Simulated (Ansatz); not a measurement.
Ce under a change: pressure 1.5 GPa

The parent structure is Ce in the fcc (Cu type) structure (space group Fm-3m, No. 225; a = 4.664 Å).

The change: a hydrostatic pressure of 1.5 GPa.

Level of theory: r2SCAN in Ansatz (plane waves to 500 eV, PAW, no SOC). Γ-centred 17×17×17 mesh, Fermi–Dirac width 0.05 eV.

- Volume per atom = 24.57 Å³ (base 25.36 Å³)
- Lattice parameter a = 4.615 Å (base 4.664 Å)
- Enthalpy H = E + PV relative to the base's energy = +0.23 eV/atom
- Band gap = zero (base zero)

Cost of the whole job for the changed cell (relaxation, final SCF and bands): roughly 80 core-seconds.

Open 4f shells without U are poorly described, and the f state was not checked. Load acts through the strain it causes; cell and atoms are relaxed under it. Stability against distortions was not tested. Seeded moments were not kept for the base. All final runs are without spin polarisation.

Ansatz is a quantum-chemistry and plane-wave program.
